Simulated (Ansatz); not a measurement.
The starting structures come from a database of crystals and need not be the phases stable at ambient conditions.

Data:

```
CELL_PARAMETERS angstrom
      6.15125     0.00000     0.00000
     -3.07562     5.32714     0.00000
      3.07563     1.77571     4.95622
ATOMIC_POSITIONS crystal
  Ba 0.50238 0.25119 0.24644
  Ba 0.49762 0.74881 0.75356
  Ta 0.00000 0.50000 0.50000
  Bi 0.00000 0.00000 0.00000
  O  0.05563 0.78114 0.26640
  O  0.94437 0.21886 0.73360
  O  0.95246 0.27449 0.26640
  O  0.04754 0.72551 0.73360
  O  0.45911 0.67797 0.26640
  O  0.54089 0.32203 0.73360
```

The cell is taken as given; by r2SCAN it stands under a pressure of -4.0 GPa.

Transport runs along the normal of the first two printed cell vectors, the (001) plane of the conventional cell.

The gap is the functional's own. No spin-orbit coupling. Mid-gap values are those at the computed energy nearest the middle.

Problem. Predict the band gap and the smallest decay constant κ at mid-gap from r2SCAN (Ansatz, a first-principles code).

Solution. Gap 2.95 eV on a 8×8×8 mesh; κ = 0.278 1/Å, at (0.500, 0.000) of the in-plane reciprocal vectors. At the zone centre the slowest state has κ = 0.39 1/Å.
